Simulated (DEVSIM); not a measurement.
Device: abrupt Si p-n junction, at 400 K.

Layer 1 from the left is Si, thickness (μm) 14.0, Na (cm⁻³) 2.2e17, τn (s) 1.1e-5, τp (s) 1.1e-5. Layer 2 from the left is Si, thickness (μm) 3.00, Nd (cm⁻³) 3.6e16, τn (s) 1.1e-5, τp (s) 1.1e-5.

Left contact: ohmic. Right contact: ohmic. Voltage is applied to the left contact. Recombination: SRH at mid-gap, Auger. Mobility is μmin + (μ − μmin)/(1 + (N/Nref)^α).

The device is made up for the run: typed textbook-type constants, with dimensions and the other settings drawn at random. Values at 300 K; Nc and Nv go as T^1.5, mobilities as T to minus their exponent, the gap by Varshni's rule with the affinity fixed.

Si: gap (eV) 1.124, affinity (eV) 4.05, permittivity 11.7, Nc (cm⁻³) 2.86e19, Nv (cm⁻³) 3.1e19, μn (cm²/Vs) 1417, μp (cm²/Vs) 470, μn,min 52, μp,min 45, Nref,n 9.7e16, Nref,p 2.2e17, αn 0.68, αp 0.72, T exponent of μn 2.3, T exponent of μp 2.2, Cn (cm⁶/s) 2.8e-31, Cp (cm⁶/s) 9.9e-32, Varshni α (eV/K) 0.000473, Varshni β (K) 636.

Model (solved in DEVSIM): 1D drift-diffusion, Boltzmann statistics, complete ionisation; no tunnelling, impact ionisation, image-force lowering or self-heating.

Dark forward current:

```
|V| (V)  |J| (A/cm²)
-------  -----------
0.05        1.226e-5
0.10        6.418e-5
0.15       0.0002847
0.20        0.001222
0.25        0.005209
0.30         0.02216
0.35         0.09417
0.40          0.3991
0.45           1.673
0.50           6.737
0.55           24.00
0.60           67.59
0.65           147.5
0.70           267.9
0.75           433.5
0.80           651.2
0.85           927.7
0.90            1269
0.95            1679
1.00            2161
```

Problem. Work out the local ideality factor n = ΔV / (kT/q · ln(J2/J1)) between the rows 0.15 and 0.20 V, 0.95 and 1.00 V.

Solution. kT/q = 34.47 mV. From 0.15 to 0.20 V: ln(0.001222/0.0002847) = 1.457, n = 1.00, near the 1 of diffusion or emission over a barrier. From 0.95 to 1.00 V: ln(2161/1679) = 0.252, n = 5.75.

Problem. Estimate the current at 0.30 V from the Shockley equation with J0 = Σ q ni² D/(N L) coth(W/L), τ joining the SRH, radiative and Auger lifetimes that are on, and W taken as the whole layer.

Solution. ni² = 3.22e25 cm⁻⁶; electrons in the p layer: μ = 283 cm²/Vs, D = 9.77 cm²/s, τ = 1.04e-5 s, L = 101 μm, W/L = 0.14, term 1.65e-7 A/cm²; holes in the n layer: μ = 201 cm²/Vs, D = 6.94 cm²/s, τ = 1.10e-5 s, L = 87.2 μm, W/L = 0.034, term 3.32e-6 A/cm². J0 = 3.49e-6 A/cm², and J = J0 exp(qV/kT) = 0.0210 A/cm². The simulation gives 0.0222 A/cm²; the estimate lies 5.3 % below. The estimate leaves out recombination in the depletion region and that region's share of W.
